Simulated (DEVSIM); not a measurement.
System: abrupt Si p-n junction, at 350 K.

```
layer (left to right)  material  thickness (μm)  Nd (cm⁻³)  Na (cm⁻³)  τn (s)  τp (s)
---------------------  --------  --------------  ---------  ---------  ------  ------
1                            Si            1.40          -     3.7e17  2.9e-7  2.9e-7
2                            Si            16.0     4.3e15          -  2.9e-7  2.9e-7
```

Left contact: ohmic. Right contact: ohmic. Voltage is applied to the left contact. Recombination: SRH at mid-gap. Mobility is constant in doping.

The device is made up for the run: typed textbook-type constants, with dimensions and the other settings drawn at random. Values at 300 K; Nc and Nv go as T^1.5, mobilities as T to minus their exponent, the gap by Varshni's rule with the affinity fixed.

| parameter | Si |
|---|---|
| gap (eV) | 1.124 |
| affinity (eV) | 4.05 |
| permittivity | 11.7 |
| Nc (cm⁻³) | 2.86e19 |
| Nv (cm⁻³) | 3.1e19 |
| μn (cm²/Vs) | 1417 |
| μp (cm²/Vs) | 470 |
| T exponent of μn | 2.3 |
| T exponent of μp | 2.2 |
| Varshni α (eV/K) | 0.000473 |
| Varshni β (K) | 636 |

Model (solved in DEVSIM): 1D drift-diffusion, Boltzmann statistics, complete ionisation; no tunnelling, impact ionisation, image-force lowering or self-heating.

### Question
Give the dark forward current.

### Answer

| V (V) | J (A/cm²) |
|---|---|
| 0.05 | 1.1e-6 |
| 0.10 | 4.3e-6 |
| 0.15 | 1.6e-5 |
| 0.20 | 6.3e-5 |
| 0.25 | 0.00028 |
| 0.30 | 0.0013 |
| 0.35 | 0.0065 |
| 0.40 | 0.033 |
| 0.45 | 0.17 |
| 0.50 | 0.83 |
| 0.55 | 3.6 |
| 0.60 | 13 |
| 0.65 | 38 |
| 0.70 | 90 |
| 0.75 | 180 |
| 0.80 | 320 |
| 0.85 | 500 |
| 0.90 | 740 |
| 0.95 | 1000 |
| 1.00 | 1400 |
| 1.05 | 1800 |
| 1.10 | 2200 |
